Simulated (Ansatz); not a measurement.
Take AlN in the wurtzite structure (space group P6_3mc, No. 186; a = 3.0888 Å, c = 4.9433 Å) as the base.

Calculations: LDA/PAW in Ansatz (a program for electronic structure), scalar-relativistic without spin-orbit coupling.

One change was made to it. Results:

| quantity | base | after |
|---|---|---|
| valence-band top at Γ (three highest levels, from the VBM) | 0.00, -0.23, -0.23 eV | 0.00, -0.27, -0.27 eV |
| width of the top valence band | 2.44 eV | 2.53 eV |
| lattice parameter a | 3.089 Å | 3.051 Å |

Task: Which change produced these results?
A) pressure 22.5 GPa
B) pressure 30 GPa
C) pressure 9 GPa
D) pressure 4.5 GPa

Result: C, pressure 9 GPa. For comparison, the valence-band top at Γ in the other runs: pressure 4.5 GPa gives 0.00, -0.25, -0.25 eV; pressure 22.5 GPa gives 0.00, -0.36, -0.36 eV; pressure 30 GPa gives 0.00, -0.41, -0.41 eV.

The levels and masses belong to the bands next to the band gap. Load acts through the strain it causes; cell and atoms are relaxed under it. No phonon test of stability was made. Measured, AlN leaves this structure (for rock salt) near 14 GPa (temperature not stated; as listed in Datta, Sujoy, Jana, Debnarayan, arXiv (2020)), on rising pressure, with hysteresis.
